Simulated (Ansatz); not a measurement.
**GaSb under a change: biaxial strain +0.42 %, plane normal [111], relaxed out of plane**

The reference is GaSb in the zinc blende structure (space group F-43m, No. 216; a = 6.1324 Å). Axes: x, y, z lie along the cube axes.

It is then changed as follows: biaxial strain +0.42 %, plane normal [111], relaxed out of plane (Cartesian); in-plane vectors clamped, the third vector and the atoms free.

Level of theory: Ansatz (a first-principles code) r2SCAN, scalar-relativistic without spin-orbit coupling. Settings: 13×13×13 k-points, 0.05 eV Fermi–Dirac smearing.

```json
[
 {"quantity": "volume per atom", "base": "28.83 Å³", "changed": "29.02 Å³", "shift": "+0.19 Å³"},
 {"quantity": "space group", "base": "F-43m (No. 216)", "changed": "R3m (No. 160)", "shift": "–"},
 {"quantity": "shortest interatomic distance", "base": "5.018 bohr", "changed": "5.020 bohr", "shift": "+0.002 bohr"},
 {"quantity": "energy relative to the base (free energy F)", "base": "0 meV/atom", "changed": "+0.4 meV/atom", "shift": "+0.4 meV/atom"},
 {"quantity": "pressure (mean of the normal stresses, compression positive)", "base": "0.01 GPa", "changed": "-0.34 GPa", "shift": "-0.35 GPa"},
 {"quantity": "band gap (an upper bound: an edge found on the path is not a true extremum; the changed cell)", "base": "0.41 eV", "changed": "0.33 eV", "shift": "-0.08 eV"},
 {"quantity": "out-of-plane strain", "base": "–", "changed": "-0.17 %", "shift": "–"},
 {"quantity": "mean in-plane stress (compression positive)", "base": "–", "changed": "-0.5 GPa", "shift": "–"}
]
```

With Sb present, leaving out spin-orbit coupling can change the band edges. Whether these cells are dynamically stable was not tested.
